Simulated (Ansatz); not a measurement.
Ga vacancy in beta Ga2O3 (start: the Ga(1) site; 160-site cell, Γ-point sampling), charge −1. Calculation: PBE, PAW (plane waves to 420 eV; Ansatz, a first-principles code).

| Property | Result |
|---|---|
| total energy of the defect cell | -292841.3672 eV |
| total energy of the perfect cell | -296641.0591 eV |
| μ(Ga) in alpha gallium, atoms added −1 | -3783.0212 eV |
| Δμ(Ga), Ga-rich | 0.000 eV |
| valence-band maximum on the cell's zero | 7.571 eV |
| image correction with alignment | 0.301 eV |
| Fermi level above the maximum | 0.60 eV |

Problem. Work out the formation energy.

Solution. E_f = E(defect) − E(perfect) − Σ n μ + q (E_VBM + E_F) + E_corr = 3799.692 − (3783.021) + (-8.171) + (0.301) = 8.80 eV.
